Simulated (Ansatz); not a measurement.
## Sr2MgMoO6, pressure series

Consider Sr₂MgMoO₆ (space group I4/m, No. 87; a = 5.5327 Å, c = 7.9475 Å; a cell from a computed database, its experimental status unchecked).

Cell and atoms are relaxed at each pressure.

Method: PBEsol (Ansatz, an electronic-structure program, PAW, no SOC).

| pressure (GPa) | volume per atom (Å³/atom) |
|---|---|
| 0 | 12.164 |
| 0.3 | 12.138 |
| 0.7 | 12.103 |
| 3 | 11.916 |
| 5 | 11.766 |
| 7.5 | ? |
| 10 | 11.430 |

### Question
Fit the third-order Birch–Murnaghan form P(V) = (3B₀/2)[(V₀/V)^(7/3) − (V₀/V)^(5/3)]·[1 + (3/4)(B₀′ − 4)((V₀/V)^(2/3) − 1)] (squares taken in P) to the rows shown and predict the withheld row.

### Answer
Least squares on the printed values gives V₀ = 12.164 Å³/atom, B₀ = 139 GPa, B₀′ = 4.6; this predicts 11.591 Å³/atom, and the run gives 11.591 Å³/atom, in agreement.

Load acts through the strain it causes; cell and atoms are relaxed under it. No phonon test of stability was made. Competing high-pressure phases were not computed.
